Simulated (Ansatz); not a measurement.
# Effect of uniaxial strain ε_xx = +2.50 % on Be

The reference is Be in the hcp (Mg type) structure (space group P6_3/mmc, No. 194; a = 2.255 Å, c = 3.558 Å; relaxed with 0.1 eV smearing). Axes: x lies along a and z along c of the hexagonal cell.

The change: the cell is stretched by 2.50 % along x with no lateral relaxation, atoms relaxed at fixed cell.

Calculations: PBEsol (Ansatz, an electronic-structure program), scalar-relativistic without spin-orbit coupling. Γ-centred 29×29×16 mesh, Fermi–Dirac width 0.1 eV.

The volume per atom rises by 0.196 Å³ to 8.03 Å³ and the space group becomes Cmcm (No. 63) (base: P6_3/mmc (No. 194)). The shortest interatomic distance grows by 0.0097 Å (2.205 Å → 2.214 Å) and the energy grows by 4.5 meV/atom. The pressure (mean of the normal stresses, compression positive) goes from zero to -2.8 GPa and the band gap remains zero. The stress (xx, yy, zz, yz, xz, xy; compression positive) amounts to (-7.0, -0.9, -0.4, 0.0, 0.0, 0.0) GPa.

No phonon test of stability was made.
